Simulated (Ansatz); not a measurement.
A calculation on fluorite AuAl2 returned lattice constant a 5.989 Å, bulk modulus 118 GPa.

Problem. Which level of theory produced these numbers?
(A) LDA (Ansatz, a program for electronic structure)
(B) PBEsol+SOC (Ansatz)
(C) PBE+SOC (Ansatz)
(D) PBE (Ansatz)

Solution. B, PBEsol+SOC (Ansatz)

The others give: PBE 6.061 Å, 105 GPa; LDA 5.956 Å, 121 GPa; PBE+SOC 6.046 Å, 107 GPa.

Unless a cell is named, each level is at its own relaxed cell (LDA 17.61, PBE 18.55, PBE+SOC 18.41, PBEsol+SOC 17.90 Å³/atom).

Ansatz's density-functional and Hartree–Fock values are scalar-relativistic unless marked +SOC, with PAW data made under PBE.
